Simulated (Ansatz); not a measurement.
HfSi2: pressure series

Start from HfSi$_{2}$ (space group Cmcm, No. 63).

```
HfSi2
1.0
    1.84126    -7.29923     0.00000
    1.84126     7.29923     0.00000
    0.00000     0.00000     3.65834
Si Hf
4 2
Cartesian
  1.84126  -6.50640   2.74375
  1.84126   6.50640   0.91458
  1.84126   3.65310   2.74375
  1.84126  -3.65310   0.91458
  1.84126  -1.54049   2.74375
  1.84126   1.54049   0.91458
```

Cell and atoms are relaxed at each pressure.

Levels (all Ansatz, a program for electronic structure, PAW, earlier PAW set): PBE (420 eV, spin-orbit coupling left out); PBEsol (420 eV, no SOC).

The base cell above is that of PBE; each level relaxes its own structures.

| case | shortest interatomic distance, PBE | shortest interatomic distance, PBEsol |
|---|---|---|
| pressure −2 GPa | 2.428 Å | (withheld) |
| pressure −1 GPa | 2.424 Å | (withheld) |
| pressure 3 GPa | 2.412 Å | (withheld) |
| pressure 7 GPa | 2.401 Å | 2.394 Å |
| pressure 15 GPa | 2.383 Å | 2.378 Å |
| pressure 30 GPa | 2.361 Å | 2.357 Å |
| pressure 50 GPa | 2.342 Å | 2.338 Å |
| pressure 75 GPa | 2.324 Å | (withheld) |
| pressure 100 GPa | 2.308 Å | 2.302 Å |

Q: Some entries are withheld; estimate them.

A: 
- pressure −2 GPa, shortest interatomic distance, PBEsol: 2.418 Å
- pressure −1 GPa, shortest interatomic distance, PBEsol: 2.414 Å
- pressure 3 GPa, shortest interatomic distance, PBEsol: 2.403 Å
- pressure 75 GPa, shortest interatomic distance, PBEsol: 2.319 Å

PBE lies above PBEsol in every row, by 0.003 Å to 0.011 Å. They put the cases in the same order.

Load acts through the strain it causes; cell and atoms are relaxed under it. Stability against distortions was not tested. No other phases were tried under pressure. All final runs are without spin polarisation.
